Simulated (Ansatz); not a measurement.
Short convergence ladders for a (001) slab of CsLiBr2 (cut from a parent of space group no. 129; 8 atoms in the cell)

```
CELL_PARAMETERS angstrom
      5.20715     0.00000     0.00000
      0.00000     5.20715     0.00000
      0.00000     0.00000    20.66809
ATOMIC_POSITIONS crystal
  Cs 0.00000 0.50000 0.64487
  Cs 0.50000 0.00000 0.35513
  Li 0.50000 0.00000 0.53983
  Li 0.00000 0.50000 0.46017
  Br 0.00000 0.50000 0.33869
  Br 0.50000 0.00000 0.66131
  Br 0.00000 0.00000 0.50000
  Br 0.50000 0.50000 0.50000
```

Base method: LDA (PW92), default PAW files made with PBE (plane waves; Ansatz, a quantum-chemistry and plane-wave program).

Base settings: basis.ecutwfc = 30.9 Ry; kpoints.mp_grid.grid = 5 5 1; hamiltonian.xc = lda; hamiltonian.pseudopotentials = {kind: paw} (the program's default PAW files); scf.occupations.method = fermi_dirac; scf.occupations.width = 0.0037 Ry.

The count of work is k-points × plane waves × bands × iterations; it is no time. 

**The k-point mesh**

Only quantities that move along the ladder and can be compared are tabulated.

```tsv
kpoints.mp_grid.grid	free energy less the last step's (meV/atom)	gap on the mesh (eV)	count of work / last
2 2 1	6.76	4.061	0.11
3 3 1	0.33	4.152	0.11
4 4 1	0.02	4.068	0.21
5 5 1	0.00	4.102	0.21
6 6 1	0.00	4.068	0.36
7 7 1	0.00	4.086	0.36
8 8 1	0.00	4.068	0.54
9 9 1	0.00	4.079	0.54
10 10 1	0.00	4.068	0.75
12 12 1	0.00	4.068	1.0
```

Coarsest kpoints.mp_grid.grid that holds the free energy within 0.5 meV/atom of the last step, with all finer ones: 3 3 1, at 0.11 of the last step's count of work; the step before is off by 6.8 meV/atom.

The gap on the mesh jumps up and down from mesh to mesh; it is no smooth measure of convergence.

**The depth of the slab**

The mesh stays at the base's, so the ladder's end is converged at best in this setting alone.

Only quantities that move along the ladder and can be compared are tabulated.

| atoms | gap on the mesh (eV) | count of work / last |
|---|---|---|
| 8 | 4.102 | 0.17 |
| 16 | 4.012 | 0.50 |
| 24 | 3.978 | 1.0 |

Smallest size that holds the gap on the mesh within 0.1 eV of the last step, with all finer ones: 16; the step before is off by 0.12 eV.

On the base run: the starting cell comes from a database of computed structures (which also holds hypothetical and non-ambient phases and stackings), without a prior relaxation at this level. The slab is cut from that crystal, and its faces are unrelaxed. Its lattice was rescaled by up to half a per cent. Spin polarisation is off, though cut faces can carry moments; a gap of a slab can lie between surface states.

Keys are those of Ansatz 0.2.
